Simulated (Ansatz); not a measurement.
A computed series for hypothetical diamond Al: pressure series

Base system: Al in the diamond structure (space group Fd-3m, No. 227; a = 5.995 Å; a hypothetical phase, not in the database extracts checked).

Cell and atoms are relaxed at each pressure.

Level of theory: Ansatz (a first-principles code), PBEsol, PAW, cutoff 420 eV, no spin-orbit coupling.

```json
[
 {"pressure (GPa)": "-2", "volume per atom (Å³/atom)": "28.500"},
 {"pressure (GPa)": "-1", "volume per atom (Å³/atom)": "?"},
 {"pressure (GPa)": "0", "volume per atom (Å³/atom)": "26.936"},
 {"pressure (GPa)": "0.7", "volume per atom (Å³/atom)": "26.485"},
 {"pressure (GPa)": "1.5", "volume per atom (Å³/atom)": "26.011"},
 {"pressure (GPa)": "3", "volume per atom (Å³/atom)": "25.221"},
 {"pressure (GPa)": "5", "volume per atom (Å³/atom)": "24.323"},
 {"pressure (GPa)": "7.5", "volume per atom (Å³/atom)": "23.378"},
 {"pressure (GPa)": "10", "volume per atom (Å³/atom)": "22.577"}
]
```

Fit the third-order Birch–Murnaghan form P(V) = (3B₀/2)[(V₀/V)^(7/3) − (V₀/V)^(5/3)]·[1 + (3/4)(B₀′ − 4)((V₀/V)^(2/3) − 1)] (squares taken in P) to the rows shown and predict the withheld row.

Least squares on the printed values gives V₀ = 26.941 Å³/atom, B₀ = 39.9 GPa, B₀′ = 4.0; this predicts 27.662 Å³/atom, and the run gives 27.646 Å³/atom, 0.016 lower.

Load acts through the strain it causes; cell and atoms are relaxed under it. Stability against distortions was not tested. No other phases were tried under pressure.
